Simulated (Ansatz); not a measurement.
C11b WSi2, treated with PBE (plane waves, PAW; Ansatz, a program for electronic structure).

Run with plane-wave cutoff 520 eV, 24×24×24 k mesh, Fermi–Dirac smearing 0.05 eV, no spin polarisation, scalar-relativistic PAW data made under PBE.

Properties against volume:

Shape and atoms are relaxed at each volume.

```tsv
V (Å³/atom)	P (GPa)	c (Å)	a (Å)
13.125	9.70	7.777	3.182
13.398	4.59	7.822	3.206
13.672	0.00	7.867	3.229
13.945	-4.11	7.912	3.252
14.219	-7.80	7.956	3.274
```

Note: the bulk modulus comes from volumes at which shape and atoms were relaxed.
